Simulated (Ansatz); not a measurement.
The reference is HfN in the rock salt structure (space group Fm-3m, No. 225; a = 4.502 Å; relaxed with 0.1 eV smearing).

Computed with PBEsol, PAW, 420 eV (Ansatz, a quantum-chemistry and plane-wave program; no SOC).

Base values:

```
Property   Result
--------  -------
Pressure  0.0 GPa
```

Modification: the cell is scaled by 0.9750 in all directions, atoms relaxed at fixed cell.

**Question.** Predict the new energy relative to the base.

**Answer.** The energy grows by 62 meV/atom.

**Question.** What does the calculation give for the pressure after the change?

**Answer.** The pressure goes from zero to 25.3 GPa.

The cells carry an imposed strain or load. No phonon test of stability was made. The final runs are not spin-polarised. An odd electron count without spin: HfN.
